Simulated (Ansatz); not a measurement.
Cubic perovskite BaZrO₃ was calculated with r²SCAN+rVV10 (Ansatz, a program for electronic structure, PAW).

Run with plane-wave cutoff 500 eV, 8×8×8 k mesh, gaussian smearing 0.02 eV, scalar-relativistic PAW data made under PBE.

Cell (relaxed at this level):

BaZrO$_{3}$ has the cubic space group Pm-3m (No. 221), the cubic perovskite structure, Pearson symbol cP5. Lattice parameters: a = b = c = 4.1934 Å, α = β = γ = 90.00°. Ba on 1a has 12 O at 2.965 Å (cuboctahedral). Zr on 1b sees 6 O at 2.097 Å (octahedral). O on 3c is surrounded by 2 Zr at 2.097 Å and 4 Ba at 2.965 Å (octahedral). (Neighbours: up to the widest gap in distance over summed covalent radii, below 1.35, at either atom; cation-cation and far metal-metal contacts left out.)

Predict the band gap.


- band gap: 3.74 eV (on the SCF k mesh)

Measured, for comparison: band gap 5.3 eV (temperature not stated, no zero-point or thermal correction, first of three measured values (5.3, 4.86, 4.8), our sources range from 4.86 to 5.30; as tabulated in Lindman et al. (2015), arXiv:1503.06612).

Spin–orbit coupling is not included.
